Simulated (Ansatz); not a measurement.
Consider MgO in the rock salt structure (space group Fm-3m, No. 225).

```cif
data_Mg4O4
_chemical_formula_sum 'O4 Mg4'
_space_group_name_H-M_alt 'Fm-3m'
_space_group_IT_number 225
_space_group_name_Hall '-F 4 2 3'
_cell_length_a 4.25445
_cell_length_b 4.25445
_cell_length_c 4.25445
_cell_angle_alpha 90.000
_cell_angle_beta 90.000
_cell_angle_gamma 90.000
loop_
_atom_site_label
_atom_site_type_symbol
_atom_site_symmetry_multiplicity
_atom_site_Wyckoff_symbol
_atom_site_fract_x
_atom_site_fract_y
_atom_site_fract_z
_atom_site_occupancy
O1 O 4 a 0.00000 0.00000 0.00000 1
Mg1 Mg 4 b 0.50000 0.50000 0.50000 1
```
(The calculation used a cell of 2 atoms; values per cell refer to that cell.)

Level of theory: DFT with PBE, PAW potentials and a 420 eV plane-wave cutoff in Ansatz (a quantum-chemistry and plane-wave program), no SOC, earlier PAW set.

One change was made to it. Results:

| quantity | base | after |
|---|---|---|
| gap character | direct at Γ | direct at Γ |
| volume per atom | 9.63 Å³ | 7.26 Å³ |
| hole mass (degenerate bands, along [100]) | 0.38, 2.2, 2.2 mₑ (at Γ) | 0.45, 1.8, 1.8 mₑ (at Γ) |
| band gap | 4.46 eV | 7.60 eV |

Task: Which change produced these results?
A) pressure 15 GPa
B) pressure −1 GPa
C) pressure 75 GPa
D) pressure 30 GPa
E) pressure 7 GPa

Result: C, pressure 75 GPa. For comparison, the band gap in the other runs: pressure 30 GPa gives 5.98 eV; pressure 7 GPa gives 4.87 eV; pressure 15 GPa gives 5.29 eV; pressure −1 GPa gives 4.40 eV.

Load acts through the strain it causes; cell and atoms are relaxed under it. Effective masses come from finite differences of ±0.01 Å⁻¹. No phonon test of stability was made. Competing high-pressure phases were not computed.
